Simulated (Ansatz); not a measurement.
Here is the system:

```xyz
2
Lattice="3.1085 0.0000 0.0000 1.5543 2.6921 0.0000 1.5543 -0.8974 2.5235" Properties=species:S:1:pos:R:3 pbc="T T T"
Al     0.0000     0.0000    -0.0020
N      3.1085     0.0000     1.8947
```

No spin polarisation.

The values are results of PBEsol (Ansatz, a program for electronic structure; PAW; 420 eV plane waves; no SOC), not measurements. Settings: 13×13×13 k-points, 0.05 eV Fermi–Dirac smearing.

Predict the electron mass, band gap and valence-band top at Γ.

The electron mass is 0.53 mₑ along k, 0.32 mₑ across (at X), the band gap comes out as 3.16 eV and the valence-band top at Γ (three highest levels, from the VBM) is 0.00, -0.05, -0.05 eV.

The cells carry an imposed strain or load. Effective masses come from finite differences of ±0.01 Å⁻¹. Along k means along the line from Γ to the band edge. Whether these cells are dynamically stable was not tested. The cell was made from AlN in the zinc blende structure (space group F-43m, No. 216) by this change: biaxial strain +0.42 %, plane normal [111], relaxed out of plane. This is not the structure that AlN has at room temperature and ambient pressure.
